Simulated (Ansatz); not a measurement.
A (12,0) carbon nanotube, relaxed period 4.272 Å, atoms relaxed at each strain.

```csv
strain,energy (meV a period),axial force (nN)
-0.015,+297.0,-15.15
+0.015,+284.4,+14.09
```

All values below come from PBE (plane waves to 420 eV, PAW; Ansatz, a program for electronic structure). Mesh 1×1×18. No spin polarisation. Isolated but for its images some 11 Å away. An idealised model, rolled from the flat sheet. Only distortions within the start's symmetry and period were free. Buckling under compression is shut out by symmetry and the short period. Energies are free energies at a Fermi–Dirac width of 0.05 eV, from the unstrained cell.

Mean diameter 9.48 Å.

Work out the axial stiffness dF/dε in two ways, and what it means for a modulus.

From the forces: (+14.09 − (-15.15))/0.030 = 975 nN. From the energies: (E₊ + E₋)/(ε² c) = 0.5814 eV/(0.015² × 4.272 Å) = 604.9 eV/Å = 969 nN. The two agree to within 1 %. Spread over the circumference π × 9.48 Å, the force value is a sheet stiffness of 327 N/m.
